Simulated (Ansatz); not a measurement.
The reference is NaCl in the rock salt structure (space group Fm-3m, No. 225; a = 5.6020 Å).

All numbers come from PBEsol (Ansatz, a first-principles code, PAW, spin-orbit coupling left out).

Carriers are added at fixed cell with a uniform background; the Fermi–Dirac width is that of 300 K.

One change was made to it. Results:

```tsv
quantity	base	after
gap between the host's bands	5.01 eV	4.96 eV
Fermi level relative to the doped band's edge (positive inside the band; to 0.05 eV)	–	+0.80 eV
gap character	direct at Γ	direct at Γ
```

Q: Name the change that was made.
(A) holes 3.0×10^21 cm⁻³
(B) electrons 3.0×10^21 cm⁻³
(C) holes 7.0×10^21 cm⁻³
(D) electrons 1.0×10^21 cm⁻³
(E) holes 1.0×10^21 cm⁻³

A: D, electrons 1.0×10^21 cm⁻³. For comparison, the Fermi level from band edge in the other runs: holes 7.0×10^21 cm⁻³ gives +0.15 eV; electrons 3.0×10^21 cm⁻³ gives +1.40 eV; holes 1.0×10^21 cm⁻³ gives +0.05 eV; holes 3.0×10^21 cm⁻³ gives +0.10 eV.

Carriers are added with a uniform compensating background; total energy and stress of such cells depend on the potential's zero and are not compared; many-body gap narrowing is missing at this level. Whether these cells are dynamically stable was not tested.
